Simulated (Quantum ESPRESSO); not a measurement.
Converging the plane-wave cutoff: Ge2Mo (I4mm, 3 atoms in the cell)

```
Ge2Mo
1.0
   -1.66840     1.66840     4.11366
    1.66840    -1.66840     4.11366
    1.66840     1.66840    -4.11366
Ge Mo
2 1
Direct
  0.66775   0.66775   0.00000
  0.33833   0.33833   0.00000
  0.00000   0.00000   0.00000
```

Method: LDA (PZ), PSlibrary ultrasoft (LDA) pseudopotentials (plane waves; Quantum ESPRESSO).

Base settings: ecutwfc = 55 Ry; ecutrho = 330 Ry; occupations = smearing; smearing = gaussian; degauss = 0.0073499 Ry; potentials = {Ge: Ge.pz-n-rrkjus_psl.1.0.0.UPF, Mo: Mo.pz-spn-rrkjus_psl.1.0.0.UPF}; K_POINTS = automatic 5 5 5 0 0 0; conv_thr = 1e-09 Ry.

Moved along: ecutrho.

The second cell is the first with its lattice scaled by 0.98.

The mesh stays at the base's, so the ladder's end is converged at best in this setting alone.

Only quantities that move along the ladder and can be compared are tabulated.

The count of work is k-points × plane waves × bands × iterations; it is no time. 

The starting cell comes from a database of computed structures (which also holds hypothetical and non-ambient phases and stackings), without a prior relaxation at this level. Its lattice was rescaled by up to half a per cent. One atom was moved a little off its site on purpose. Spin polarisation is off. In the base run, with a pressure of about -8 GPa the cell is away from its equilibrium volume at this level. Without a gap this mesh is coarse (it stands for a supercell whose shortest vector is 17 Å).

```csv
ecutwfc,free energy less the last step's (meV/atom),energy of the compressed cell less the first (meV/atom),pressure (GPa),largest difference of a force vector from the last step's (eV/Å),count of work / last
19 Ry,4086.70,-51.53,-130.46,0.047,0.056
22 Ry,2045.21,6.26,-81.98,0.056,0.070
25 Ry,993.09,-11.93,-50.76,0.024,0.083
28 Ry,464.87,-5.31,-31.00,0.033,0.098
30 Ry,272.72,-8.84,-22.43,0.023,0.11
33 Ry,125.96,-14.02,-14.68,0.007,0.13
38 Ry,49.29,-13.44,-9.49,0.001,0.15
44 Ry,29.65,-13.72,-8.19,0.000,0.19
50 Ry,21.01,-13.68,-8.17,0.000,0.23
55 Ry,14.44,-13.72,-8.15,0.000,0.27
61 Ry,8.53,-13.69,-8.01,0.000,0.31
66 Ry,5.74,-13.65,-7.87,0.000,0.35
74 Ry,4.02,-13.68,-7.74,0.000,0.42
82 Ry,3.41,-13.69,-7.74,0.000,0.49
96 Ry,1.80,-13.71,-7.78,0.000,0.62
110 Ry,0.48,-13.71,-7.74,0.000,0.76
132 Ry,0.00,-13.70,-7.70,0.000,1.0
```

Coarsest ecutwfc that holds the energy of the compressed cell less the first within 0.5 meV/atom of the last step, with all finer ones: 33 Ry, at 0.13 of the last step's count of work; the step before is off by 4.9 meV/atom.

Coarsest ecutwfc that holds the pressure within 1 GPa of the last step, with all finer ones: 44 Ry, at 0.19 of the last step's count of work; the step before is off by 1.8 GPa.

Coarsest ecutwfc that holds the free energy within 5 meV/atom of the last step, with all finer ones: 74 Ry, at 0.42 of the last step's count of work; the step before is off by 5.7 meV/atom.

The energy difference between the two cells stays within 1 meV/atom of the last step's from 33 Ry on, the total only from 110 Ry on: much of the error is common to both cells and cancels.

At the lowest cutoff the pressure lies 123 GPa under the last step's, the usual sign of Pulay stress in an incomplete plane-wave basis.
